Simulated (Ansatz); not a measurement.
Where the default PAW files enter, the runs use the earlier of Ansatz's two default sets.

```
CELL_PARAMETERS angstrom
      2.50330     0.00000     0.00000
     -1.25165     2.16792     0.00000
      0.00000     0.00000     4.16897
ATOMIC_POSITIONS crystal
  C  0.33333 0.66667 0.06281
  C  0.66667 0.33333 0.93719
  C  0.66667 0.33333 0.56281
  C  0.33333 0.66667 0.43719
```

Space group of this cell: P6_3/mmc. The cell is taken as given.

Calculation: r2SCAN (plane waves, PAW; Ansatz, an electronic-structure program).

The current runs along the normal of the first two printed vectors; no spin-orbit coupling. Scaled by the factor s: the length along the current (ions clamped). Meshes 18×18×8 and 18×18 across the current in all rows.

```csv
s,mean pressure (GPa),slowest mid-gap decay constant κ (1/Å)
0.97,15.3,0.310
1.00,-0.1,0.258
1.03,-12.3,?
```

Question: Take the slope of the slowest mid-gap decay constant κ against ln s from the two given rows, extrapolate to s = 1.03, and say what the run there gives.

Answer: Slope = (0.310 − 0.258) / ln 0.97 = -1.71 1/Å. The line gives 0.258 + (-1.71) × ln 1.03 = 0.208 1/Å. The run gives 0.214 1/Å, 0.006 1/Å over the line, 13 % of the predicted step.
